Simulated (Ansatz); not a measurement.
**Effect of isotropic strain +1.80 % on SrTiO3**

Base system: SrTiO3 in the cubic perovskite structure (space group Pm-3m, No. 221; a = 3.936 Å).

Now apply this change: the cell is scaled by 1.0180 in all directions, atoms relaxed at fixed cell.

Computed with PBE/PAW in Ansatz (a quantum-chemistry and plane-wave program), no spin-orbit coupling. Γ-centred 8×8×8 mesh, Fermi–Dirac width 0.05 eV.

* **Volume per atom**: 12.87 Å³ (base 12.20 Å³)
* **Space group**: Pm-3m (No. 221) (base Pm-3m (No. 221))
* **Shortest interatomic distance**: 2.004 Å (base 1.968 Å)
* **Energy relative to the base (free energy F)**: +18 meV/atom
* **Pressure**: -8.10 GPa (base 0.01 GPa)
* **Band gap**: 1.74 eV (base 1.84 eV)
* **Gap character**: indirect, R → Γ (base indirect, R → Γ)
* **Smallest direct gap**: 2.12 eV (base 2.20 eV)
* **Mean gap deformation potential ΔEg/Δln V**: -2.0 eV
* **Width of the top valence band**: 0.99 eV (base 1.01 eV)

Whether these cells are dynamically stable was not tested. All final runs are without spin polarisation. Many cubic perovskites are stable only at high temperature; tilts and polar distortions were not tested.
